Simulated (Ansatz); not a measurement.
Consider Ag in the fcc (Cu type) structure (space group Fm-3m, No. 225; relaxed with 0.1 eV smearing).

```xyz
1
Lattice="0.0000 2.0004 2.0004 2.0004 0.0000 2.0004 2.0004 2.0004 0.0000" Properties=species:S:1:pos:R:3 pbc="T T T"
Ag     0.0000     0.0000     0.0000
```

All numbers come from LDA (Ansatz, a first-principles code; PAW; 420 eV plane waves; no spin-orbit coupling).

Strains are applied to the cell and any free atomic positions relax.

One change was made to it. Results:

| quantity | base | after |
|---|---|---|
| energy relative to the base (free energy F) | 0 meV/atom | +35 meV/atom |
| pressure | 0.0 GPa | -8.3 GPa |

Question: What was done to the base?
A) isotropic strain +2.50 %
B) isotropic strain −3.00 %
C) isotropic strain +1.50 %
D) isotropic strain −2.00 %

Answer: A, isotropic strain +2.50 %. For comparison, the energy relative to the base in the other runs: isotropic strain −2.00 % gives +27 meV/atom; isotropic strain −3.00 % gives +65 meV/atom; isotropic strain +1.50 % gives +13 meV/atom.

Stability against distortions was not tested.
